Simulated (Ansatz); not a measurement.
rock-salt HfN (1 1 1) on 4H silicon carbide (0 0 1) (film strained to the substrate, faces as cut)

A periodic stack without vacuum, rock-salt HfN (1 1 1) on 4H silicon carbide (0 0 1) (film strained to the substrate, faces as cut): substrate slab Si8C8, film Hf4N4, surface cells [[0, 1], [-1, 0]] and [[0, -1], [1, -1]], film strained by -3.8 and -3.8 %, faces C/Si and N/Hf as cut (like faces can put a slab off its formula).

The start was prepared with a machine-learned potential, and the result is one local minimum, with the in-plane cell held and forces under 0.04 eV/Å; the film can end far from its bulk form.

Method: PBE (plane waves to 420 eV, PAW; Ansatz, a quantum-chemistry and plane-wave program). Scalar-relativistic, without spin–orbit coupling; the runs are not spin-polarised; PBE gaps are too small against experiment. Its k-point mesh 12×12×1, Fermi–Dirac width 0.05 eV.

```
Property                                                                                                                  Value
--------------------------------------------------------------------------------  ---------------------------------------------
interface area                                                                                                           8.3 Å²
period                                                                                                                  31.17 Å
gaps between the outermost planes at the two interfaces                                                         1.75 and 1.72 Å
Hf–Si contacts across the interfaces within 1.22 times the sum of covalent radii                                 6, mean 3.21 Å
C–Hf contacts across the interfaces within 1.22 times the sum of covalent radii                                  3, mean 2.48 Å
N–Si contacts across the interfaces within 1.22 times the sum of covalent radii                                  1, mean 1.75 Å
estimate of the barrier                                                           withheld, since the two interfaces are unlike
slope of the mean potential energy in the substrate                                                              +5.2 MV/cm × e
```

```yaml
crystal:
  lattice:
    - [3.09408, -0.00005, -0.01311]
    - [1.54704, 2.67953, -0.08316]
    - [-1.41569, -1.78909, 31.24488]
  atoms:
    - { symbol: Si, position: [0.16608, 0.77044, 0.04882] }
    - { symbol: Si, position: [0.16599, 0.93280, 0.21102] }
    - { symbol: Si, position: [0.49928, 0.18494, 0.12980] }
    - { symbol: Si, position: [0.83273, 0.68060, 0.29226] }
    - { symbol: C, position: [0.16605, 0.83110, 0.10942] }
    - { symbol: C, position: [0.16600, 0.99349, 0.27173] }
    - { symbol: C, position: [0.49930, 0.24589, 0.19072] }
    - { symbol: C, position: [0.83286, 0.41602, 0.02785] }
    - { symbol: Si, position: [0.16610, 0.09515, 0.37348] }
    - { symbol: Si, position: [0.16617, 0.25769, 0.53599] }
    - { symbol: Si, position: [0.49945, 0.50978, 0.45473] }
    - { symbol: Si, position: [0.83301, 0.00506, 0.61685] }
    - { symbol: C, position: [0.16609, 0.15591, 0.43420] }
    - { symbol: C, position: [0.16624, 0.31845, 0.59681] }
    - { symbol: C, position: [0.49939, 0.57079, 0.51565] }
    - { symbol: C, position: [0.83278, 0.74147, 0.35317] }
    - { symbol: Hf, position: [0.49957, 0.76646, 0.71158] }
    - { symbol: Hf, position: [0.83287, 0.18653, 0.79830] }
    - { symbol: Hf, position: [0.16618, 0.60738, 0.88588] }
    - { symbol: Hf, position: [0.49948, 0.02751, 0.97260] }
    - { symbol: N, position: [0.83287, 0.06131, 0.67304] }
    - { symbol: N, position: [0.16641, 0.47580, 0.75437] }
    - { symbol: N, position: [0.49950, 0.89797, 0.84311] }
    - { symbol: N, position: [0.83277, 0.31666, 0.92842] }
```
